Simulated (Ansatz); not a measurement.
Take WO3 (space group Cmcm, No. 63; a = 5.454 Å, b = 5.474 Å, c = 7.460 Å; a cell from a computed database, its experimental status unchecked) as the base.

Perturbation: a hydrostatic pressure of 5 GPa.

Levels (all Ansatz, a quantum-chemistry and plane-wave program, PAW): PBEsol (420 eV, scalar-relativistic without spin-orbit coupling); PBEsol+SOC (420 eV, with spin-orbit coupling).

The geometry is relaxed with PBEsol.

- PBEsol electron mass: 0.48 mₑ along a, 0.59 mₑ along b, 0.19 mₑ along c (at Γ)
- PBEsol smallest direct gap: 1.35 eV
- PBEsol lowest conduction level above the VBM at special points: Γ 1.28 eV; S 1.34 eV; Z 2.19 eV; R 3.27 eV
- PBEsol pressure: 50.0 kbar

Question: Predict the electron mass, smallest direct gap, lowest conduction level above the VBM at special points and pressure from PBEsol+SOC.

Answer: The electron mass becomes 0.49 mₑ along a, 0.53 mₑ along b, 0.19 mₑ along c (at Γ) (PBEsol: 0.48 mₑ along a, 0.59 mₑ along b, 0.19 mₑ along c (at Γ)); the smallest direct gap falls by 0.02 eV (1.35 eV → 1.33 eV); the lowest conduction level above the VBM at special points goes from Γ 1.28 eV; S 1.34 eV; Z 2.19 eV; R 3.27 eV to Γ 1.14 eV; S 1.32 eV; Z 2.16 eV; R 3.23 eV; the pressure shrinks by 3.22 kbar to 46.7 kbar.

Single points use the geometry relaxed with PBEsol. The spin-orbit shifts are approximate. Spin-orbit coupling, missing from the scalar runs, can matter with W. Load acts through the strain it causes; cell and atoms are relaxed under it. Effective masses come from finite differences of ±0.01 Å⁻¹. Stability against distortions was not tested. Competing high-pressure phases were not computed.
